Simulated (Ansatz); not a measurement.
A self-consistent single point of Al3Ni2 (P3m1, 5 atoms in the cell) with Ansatz (a quantum-chemistry and plane-wave program).

Method: LDA (PW92), default PAW files made with PBE (plane waves; Ansatz).

The change in words: lattice scaled by 0.98; basis.ecutwfc: 30.9 Ry → 54 Ry. Reference geometry:
```
CELL_PARAMETERS angstrom
      4.00618     0.00000     0.00000
     -2.00309     3.46946     0.00000
      0.00000     0.00000     4.89550
ATOMIC_POSITIONS crystal
  Al 0.00000 0.00000 0.01021
  Al 0.33333 0.66667 0.64808
  Al 0.66667 0.33333 0.35192
  Ni 0.33333 0.66667 0.14657
  Ni 0.66667 0.33333 0.85343
```

Reference input (self-consistent single point, DFT, LDA (PW92), plane waves, default PAW files made with PBE): basis.ecutwfc = 30.9 Ry; kpoints.mp_grid.grid = 10 10 7; hamiltonian.xc = lda; hamiltonian.pseudopotentials = {kind: paw} (the program's default PAW files); scf.occupations.method = fermi_dirac; scf.occupations.width = 0.0073 Ry. This run's input differs from it in these lines:

Ansatz 0.2 input:
```diff
@@ -2,13 +2,13 @@
   lattice:
-    - [4.006183, 0.000000, 0.000000]
-    - [-2.003091, 3.469456, 0.000000]
-    - [0.000000, 0.000000, 4.895503]
+    - [3.926059, 0.000000, 0.000000]
+    - [-1.963029, 3.400067, 0.000000]
+    - [0.000000, 0.000000, 4.797593]
   atoms:
-    - { symbol: Al, position_ang: [0.000000, 0.000000, 0.049998] }
-    - { symbol: Al, position_ang: [-0.000002, 2.312972, 3.172678] }
-    - { symbol: Al, position_ang: [2.003094, 1.156484, 1.722825] }
-    - { symbol: Ni, position_ang: [-0.000002, 2.312972, 0.717534] }
-    - { symbol: Ni, position_ang: [2.003094, 1.156484, 4.177969] }
+    - { symbol: Al, position_ang: [0.000000, 0.000000, 0.048998] }
+    - { symbol: Al, position_ang: [-0.000002, 2.266712, 3.109224] }
+    - { symbol: Al, position_ang: [1.963032, 1.133355, 1.688369] }
+    - { symbol: Ni, position_ang: [-0.000002, 2.266712, 0.703183] }
+    - { symbol: Ni, position_ang: [1.963032, 1.133355, 4.094410] }
 basis:
-  ecutwfc: 30.9 Ry
+  ecutwfc: 54.0 Ry
 kpoints:
```

Log, with long lists cut:

```
SCF iter   1: F=—  HF=-13088.712477 eV  |F-HF|=—  |Δ(HF+E_count)|=         —  Δρ=1.20e-2  dr2=4.13e-2  ethr=1.77e-3  ⟨swp⟩=6.9  Hψ=10850  notcnv=0
all-band conjugate gradients solve this SCF's bands
preconditioner: auto → Kerker (q_TF=auto, 2.572 Å⁻¹)
SCF iter   2: F=—  HF=-13088.703699 eV  |F-HF|=—  |Δ(HF+E_count)|=   8.78e-3  Δρ=3.45e-3  dr2=7.94e-3  ethr=9.17e-5  ⟨swp⟩=2.1  Hψ=4160  notcnv=0  defer=13
   [... lines left out ...]
SCF iter   5: F=—  HF=-13088.701253 eV  |F-HF|=—  |Δ(HF+E_count)|=   5.28e-5  Δρ=1.23e-4  dr2=9.83e-6  ethr=4.78e-7  ⟨swp⟩=2.2  Hψ=3487  notcnv=0  defer=13
SCF iter   6: F=—  HF=-13088.701261 eV  |F-HF|=—  |Δ(HF+E_count)|=   7.94e-6  Δρ=6.60e-5  dr2=2.97e-6  ethr=2.18e-8  ⟨swp⟩=2.3  Hψ=3969  notcnv=0  defer=13
SCF iter   7: F=—  HF=-13088.701261 eV  |F-HF|=—  |Δ(HF+E_count)|=   2.80e-7  Δρ=3.93e-5  dr2=6.38e-7  ethr=6.59e-9  ⟨swp⟩=2.5  Hψ=3819  notcnv=0  defer=13
SCF iter   8: F=-13088.701261 eV  HF=-13088.701261 eV  |F-HF|=1.25e-8  |Δ(HF+E_count)|=   5.65e-8  Δρ=1.22e-5  dr2=6.05e-8  ethr=2.22e-10  ⟨swp⟩=5.0  Hψ=10681  notcnv=0
SCF 1 converged in 8 iterations: F = -13088.701261 eV  dr2 = 6.05e-8
Free energy (F): -13088.701261 eV
Internal energy: -13088.661592 eV  (E = F + TS)
E sigma→0 (E₀):  -13088.681426 eV
Entropy (-TS):   -0.039669 eV (-7.934 meV/atom)
Fermi energy:    11.851424 eV
--- Forces (eV/Å), atoms counted from 1 ---
  atom   1  Al     0.00000000     0.00000000    -0.23042972
  atom   2  Al    -0.00000000     0.00000000     0.05055120
  atom   3  Al     0.00000000    -0.00000000     0.10119207
  atom   4  Ni    -0.00000000    -0.00000000     0.03160943
  atom   5  Ni    -0.00000000     0.00000000     0.04706180
--- Stress (GPa, compression-positive) ---
        3.755056      -0.000000      -0.000000
        0.000000       3.755056      -0.000000
       -0.000000      -0.000000       3.037146
  P = ⅓ Tr σ = 3.5158 GPa (35.158 kbar)
  The stress holds the Pulay correction. Without it, at fixed plane waves, as pw.x and ABINIT print it: P = 3.5070 GPa
```

The run converged in 8 iterations. Against the reference run the free energy drops by 7.7 meV/atom, the pressure goes from -5.45 to 3.52 GPa and the largest force goes from 0.204 to 0.230 eV/Å.

The starting cell comes from a database of computed structures (which also holds hypothetical and non-ambient phases and stackings), without a prior relaxation at this level. Its lattice was rescaled by up to half a per cent. One atom was moved a little off its site on purpose. For this run, on top of that: lattice scaled by 0.98. Spin polarisation is off. Ansatz's pressure includes its estimate of the finite-basis (Pulay) stress.
